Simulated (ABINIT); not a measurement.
Input and output of a self-consistent single point for Zr (P6_3/mmc, 2 atoms in the cell) (ABINIT).

Computed with PBEsol, norm-conserving pseudopotentials (PseudoDojo nc-sr-04 PBEsol standard) (plane waves; ABINIT).

```yaml
crystal:
  lattice:
    - [3.20911, 0.00000, 0.00000]
    - [-1.60455, 2.77917, 0.00000]
    - [0.00000, 0.00000, 5.12412]
  atoms:
    - { symbol: Zr, position: [0.33333, 0.66667, 0.25000] }
    - { symbol: Zr, position: [0.66667, 0.33333, 0.75000] }
```

Reference input (self-consistent single point, DFT, PBE, plane waves, norm-conserving pseudopotentials (PseudoDojo nc-sr-05 PBE standard)): pseudos = [Zr.upf]; ecut = 33 Ha; ixc = 11; occopt = 7; tsmear = 0.00499791 Ha; ngkpt = 16 16 9; nshiftk = 1; shiftk = 0 0 0; potentials = PseudoDojo nc-sr-05 PBE standard; nband = 17; kptopt = 1; nstep = 100. This run's input differs from it in these lines:

```diff
@@ -1,2 +1,2 @@
-# Zr, PseudoDojo nc-sr-05 PBE standard
+# Zr, PseudoDojo nc-sr-04 PBEsol standard
 pp_dirpath "./"
@@ -16,3 +16,3 @@
 ecut 33 Ha
-ixc 11
+ixc -116133
 occopt 7
```

Its files differ too (potentials: PseudoDojo nc-sr-05 PBE standard → PseudoDojo nc-sr-04 PBEsol standard).

Output, abridged:

```
--- !BeginCycle
solver: {iscf: 7, nstep: 100, nline: 4, wfoptalg: 0, }
tolerances: {tolvrs: 1.00E-10, }
...

     iter   Etot(hartree)      deltaE(h)  residm     vres2
 ETOT  1  -101.14397391883    -1.011E+02 1.061E-01 2.135E+01
 ETOT  2  -101.19382128971    -4.985E-02 1.573E-02 5.775E-01
 ETOT  3  -101.19397891970    -1.576E-04 3.474E-03 6.428E-03
 ETOT  4  -101.19398103306    -2.113E-06 3.870E-03 2.608E-05
 ETOT  5  -101.19398110594    -7.288E-08 1.872E-03 4.634E-06
 ETOT  6  -101.19398111295    -7.004E-09 1.561E-03 4.367E-07
 ETOT  7  -101.19398111365    -7.041E-10 1.568E-03 5.465E-09
 ETOT  8  -101.19398111372    -6.736E-11 1.037E-03 2.156E-09
 ETOT  9  -101.19398111373    -1.035E-11 1.053E-03 8.782E-13
 At SCF step    9       vres2   =  8.78E-13 < tolvrs=  1.00E-10 =>converged.

 Cartesian components of stress tensor (hartree/bohr^3)
  sigma(1 1)=  5.57595936E-05  sigma(3 2)=  0.00000000E+00
  sigma(2 2)=  5.57595936E-05  sigma(3 1)=  0.00000000E+00
  sigma(3 3)=  4.28467597E-05  sigma(2 1)=  3.62961915E-14

 ----iterations are completed or convergence reached----

 reduced coordinates (array xred) for    2 atoms
       0.333333333333      0.666666666667      0.250000000000
       0.666666666667      0.333333333333      0.750000000000
 cartesian forces (eV/Angstrom) at end:
    1     -0.00000000000000     0.00000000000000    -0.00000000000000
    2      0.00000000000000    -0.00000000000000    -0.00000000000000
 frms,max,avg= 2.1942719E-27 3.6250828E-27   0.000E+00  0.000E+00  0.000E+00 e/A
   [... lines left out ...]
 Fermi (or HOMO) energy (hartree) =   0.40278   Average Vxc (hartree)=  -0.42441
   [... lines left out ...]
total_energy        : -1.01193981113728E+02
total_energy_eV     : -2.75362826440725E+03
band_energy         : -9.74911446147790E+00
...

-Cartesian components of stress tensor (GPa)         [Pressure= -1.5139E+00 GPa]
- sigma(1 1)=  1.64050360E+00  sigma(3 2)=  0.00000000E+00
- sigma(2 2)=  1.64050360E+00  sigma(3 1)=  0.00000000E+00
- sigma(3 3)=  1.26059498E+00  sigma(2 1)=  1.06787064E-09

 Calculation completed.
```

The run converged in 9 iterations. Against the reference run the pressure goes from 2.38 to -1.51 GPa.

The starting cell comes from a database of computed structures (which also holds hypothetical and non-ambient phases and stackings), without a prior relaxation at this level. Its lattice was rescaled by a random factor within 2.5 % of one.

Cost on one core of a shared machine: roughly 3 min.
